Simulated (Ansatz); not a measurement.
**N interstitial (hcp Ru host)**

These are PBE, PAW (plane waves to 420 eV; Ansatz, a first-principles code) values and carry that method's errors. Set-up: 48-site cell; 4×4×4 shifted k-points; start: void with 6Ru nearest; finite-size errors of tenths of an eV; the relaxation kept the symmetry of the starting site; relaxed from one start, so a lower configuration may exist; flagged in the runs: a host that isn't quite at rest in this cell.

Neighbours after relaxation, in Å: of the N atom: Ru 2.01, Ru 2.01, Ru 2.01, Ru 2.01, Ru 2.01, Ru 2.01.

Formation energies E_f are those of the neutral cell. Chemical conditions: host crystal and elements as references (Δμ(N) = 0.00 eV; N taken from its element, since no compound that bounds it was computed at this level; only phases computed here count, gases as isolated molecules at 0 K). Reference phases: N: N2 molecule in a box.

The name describes the start; the neighbours show where the added atom ended.

```
charge         moment (μB)  largest move off a lattice site (Å)  E_f, host crystal and elements as references (eV)
------  ------------------  -----------------------------------  -------------------------------------------------
0       not spin-polarised                                 0.12                                               1.96
```

Flagged in the runs: a host that isn't quite at rest in this cell.
